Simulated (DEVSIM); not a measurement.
Device: abrupt GaAs n-p junction, at 250 K.

Layer 1 from the left is GaAs, thickness (μm) 0.610, Nd (cm⁻³) 3.3e15, τn (s) 1.7e-8, τp (s) 1.7e-8. Layer 2 from the left is GaAs, thickness (μm) 54.0, Na (cm⁻³) 1.4e14, τn (s) 1.7e-8, τp (s) 1.7e-8.

Left contact: ohmic. Right contact: ohmic. Voltage is applied to the left contact. Recombination: SRH at mid-gap. Mobility is μmin + (μ − μmin)/(1 + (N/Nref)^α).

Constants are typed, rounded textbook-type inputs, not results; the design itself was drawn at random and stands for no fabricated device. Values at 300 K; Nc and Nv go as T^1.5, mobilities as T to minus their exponent, the gap by Varshni's rule with the affinity fixed.

GaAs: gap (eV) 1.424, affinity (eV) 4.07, permittivity 12.9, Nc (cm⁻³) 4.7e17, Nv (cm⁻³) 9e18, μn (cm²/Vs) 8500, μp (cm²/Vs) 400, μn,min 500, μp,min 20, Nref,n 6e16, Nref,p 1.5e17, αn 0.39, αp 0.38, T exponent of μn 2.1, T exponent of μp 2.2, Varshni α (eV/K) 0.000541, Varshni β (K) 204.

Estimate by hand the built-in potential, the peak field at zero bias, the capacitance at 0.6 V, and compare with a numerical solution.


- Built-in potential: ni = √(Nc Nv) exp(−Eg/2kT) = 4150 cm⁻³ with Eg = 1.446 eV; Vbi = kT/q ln(Na Nd/ni²) = 1.113 V; numerical 1.113 V.
- Peak field at zero bias: depletion approximation: W = √(2εVbi/(qN)) = 3.44 μm with N = 1.34e14 cm⁻³; field = 2Vbi/W = 6470 V/cm; numerical 6420 V/cm (estimate above by 0.78 %).
- Capacitance at 0.6 V: C = √(qεN / 2(Vbi + |V|)) = 2.68 nF/cm²; numerical 2.71 nF/cm² (estimate below by 1.1 %).

DEVSIM, 1D drift-diffusion, Boltzmann statistics, complete ionisation; no tunnelling, impact ionisation, image-force lowering or self-heating.
